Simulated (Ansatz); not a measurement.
The starting structures come from a database of crystals and need not be the phases stable at ambient conditions.

The decay constant κ of evanescent states in the gap governs leakage through a thin film.

Input:

```
GeH4
1.0
    4.49210     0.00000     0.00000
    0.00000     7.33816     0.00000
    0.00000     0.00000     8.06641
Ge H
4 16
Direct
  0.84972   0.49197   0.85764
  0.65028   0.50803   0.35764
  0.34972   0.00803   0.14236
  0.15028   0.99197   0.64236
  0.61678   0.63933   0.82135
  0.88322   0.36067   0.32135
  0.11678   0.86067   0.17865
  0.38322   0.13933   0.67865
  0.69273   0.31378   0.90517
  0.80727   0.68622   0.40517
  0.19273   0.18622   0.09483
  0.30727   0.81378   0.59483
  0.04072   0.46007   0.70235
  0.45928   0.53993   0.20235
  0.54072   0.03993   0.29765
  0.95928   0.96007   0.79765
  0.05161   0.55391   0.00043
  0.44839   0.44609   0.50043
  0.55161   0.94609   0.99957
  0.94839   0.05391   0.49957
```

Space group of this cell: P2_12_12_1. The cell was relaxed by PBE-D3(BJ).

Transport runs along the normal of the first two printed cell vectors.

No gap correction and no spin-orbit coupling; mid-gap values are interpolated between computed energies.

**Question.** Predict the band gap and the smallest decay constant κ at mid-gap from PBEsol (Ansatz, a first-principles code).

**Answer.** Gap 5.48 eV on a 8×4×4 mesh; κ = 0.394 1/Å, at the zone centre.
